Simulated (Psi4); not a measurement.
Psi4 1.11, unrestricted B3LYP/def2-svpd: Ti(Cl)3(OSiH3) anion ([SiH3][O][Ti]([Cl])([Cl])[Cl]), charge -1, multiplicity 2, 9 atoms. The geometry is a generated start, not checked to be a minimum at this level.

- task = energy
- method = b3lyp
- basis = def2-svpd
- memory = 3 GB
- maxiter = 100
- keys of the molecule block = symmetry c1
- scf_type = df (default)
- guess = auto, which took SAD (default)
- scf_initial_accelerator = adiis (default)
- e_convergence = 1e-06 (default)
- d_convergence = 1e-06 (default)
- dft_radial_points = 75 (default)
- dft_spherical_points = 302 (default)
- basis functions = 186
- grid points = 194385

```xyz
9

Ti    -0.9348     0.9268     0.7097
Cl    -0.7459     3.0412     0.8289
Cl    -0.4988     0.1767     2.6512
Cl    -2.9781     0.4596     0.3576
O      0.0890     0.2095    -0.4259
Si     1.0809    -0.9801    -0.9357
H      2.2020    -1.0115     0.0190
H      1.5051    -0.6048    -2.2907
H      0.2807    -2.2172    -0.9142
```

Charge -1 and multiplicity 2 are set for this test and not shown to be the ground state.

One run each on 2 threads. Values of diis_max_vecs tried: 3, 6, 10 (default), 20.

Question: Predict the course of the SCF iterations along this series.

Answer: Fewest SCF iterations: 20 with 26. The count rises to 37 at 6. The run ends without SCF convergence in 100 iterations at 3.

| diis_max_vecs | SCF iterations | end |
|---|---|---|
| 3 | 100 | no convergence |
| 6 | 37 | same solution |
| 10 (default) | 31 | same solution |
| 20 | 26 | same solution |
